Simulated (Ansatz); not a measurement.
Base system: SiC in the zinc blende structure (space group F-43m, No. 216; a = 4.356 Å).

Levels (all Ansatz, a quantum-chemistry and plane-wave program, PAW): r2SCAN (500 eV, no SOC); HSE06 (420 eV, no spin-orbit coupling).

Its gap is 1.71 eV with r2SCAN and 2.23 eV with HSE06.

One thing is altered: a hydrostatic pressure of 30 GPa.

With r2SCAN the gap becomes 1.63 eV.

If the HSE06 correction stayed the same, what would the HSE06 gap be, and what does the HSE06 run give?

A rigid correction of +0.52 eV gives 2.15 eV. The HSE06 run gives 2.15 eV, so the two effects roughly add.

Single points use the geometry relaxed with r2SCAN. The hybrid gap comes from the SCF mesh plus the semilocal run's edge points and a few special points and is an upper bound. Load acts through the strain it causes; cell and atoms are relaxed under it. Whether these cells are dynamically stable was not tested. No other phases were tried under pressure.
